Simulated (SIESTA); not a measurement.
Band structure of InO (P6_3mc, 4 atoms in the cell).

```yaml
crystal:
  lattice:
    - [3.68983, 0.00000, 0.00000]
    - [-1.84492, 3.19549, 0.00000]
    - [0.00000, 0.00000, 6.08607]
  atoms:
    - { symbol: In, position: [0.33333, 0.66667, 0.00075] }
    - { symbol: In, position: [0.66667, 0.33333, 0.50075] }
    - { symbol: O, position: [0.33333, 0.66667, 0.37426] }
    - { symbol: O, position: [0.66667, 0.33333, 0.87426] }
```

Computed with LDA PW92, numerical atomic orbitals TZP, PseudoDojo LDA standard norm-conserving potentials (rewritten from UPF to PSML) run with SIESTA 5.4.2.

Settings: XC.functional = LDA; XC.authors = PW92; potentials = PseudoDojo LDA standard; PAO.BasisSize = TZP; PAO.EnergyShift = 0.01 Ry; MeshCutoff = 300 Ry; kgrid.MonkhorstPack = 10 10 6; OccupationFunction = FD; ElectronicTemperature = 1160.45 K; MaxSCFIterations = 150; SCF.Mixer.Method = Broyden; SCF.Mixer.Weight = 0.1; SCF.Mixer.History = 8; SCF.DM.Tolerance = 1.0E-05.

The starting cell comes from a database of computed structures (which also holds hypothetical and non-ambient phases and stackings), without a prior relaxation at this level. Values carry the incompleteness of an atom-centred basis. The run gives no clean gap (levels at the Fermi energy touch, overlap or are partly filled at this smearing), which alone does not show that the compound is a metal.

Levels in eV from the Fermi level, bands 16 to 21:
| point | 16 | 17 | 18 | 19 | 20 | 21 |
|---|---|---|---|---|---|---|
| Γ | -4.16 | -3.73 | -3.69 | -3.69 | -0.78 | 2.49 |
| M | -5.00 | -4.63 | -4.18 | -0.29 | 1.66 | 1.71 |
| K | -5.05 | -5.05 | -4.87 | 1.14 | 1.14 | 2.64 |
| A | -3.93 | -3.93 | -3.93 | -1.88 | -1.88 | 3.86 |
| L | -4.68 | -4.59 | -4.59 | 0.03 | 0.03 | 2.21 |
| H | -5.57 | -4.48 | -4.48 | 1.16 | 1.16 | 2.83 |

Bands cross the Fermi level along this path, so the cell is metallic at this level.

Higher empty bands are left out: an atom-centred basis made for the valence describes them poorly.
